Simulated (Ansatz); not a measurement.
Base system: Be in the hcp (Mg type) structure (space group P6_3/mmc, No. 194; relaxed with 0.1 eV smearing).

```yaml
crystal:
  lattice:
    - [2.25515, 0.00000, 0.00000]
    - [-1.12758, 1.95302, 0.00000]
    - [0.00000, 0.00000, 3.55800]
  atoms:
    - { symbol: Be, position: [0.66667, 0.33333, 0.75000] }
    - { symbol: Be, position: [0.33333, 0.66667, 0.25000] }
```

Cartesian axes are those of the cell as printed.

Computed with Ansatz (an electronic-structure program), PBEsol, PAW, cutoff 420 eV, without spin-orbit coupling.

For the base:

```
Item              Result
---------------  -------
Pressure         0.0 GPa
Volume per atom  7.84 Å³
```

One thing is altered: tensile biaxial strain of 2.00 % in the plane normal to [001], as in epitaxy on a mismatched substrate; the out-of-plane cell vector and the atoms relax.

Predict the new pressure.

The pressure (mean of the normal stresses, compression positive) goes from zero to -4.2 GPa.

Estimate the effect on the volume per atom.

The volume per atom rises by 0.306 Å³, from 7.84 Å³ to 8.14 Å³.

Whether these cells are dynamically stable was not tested.
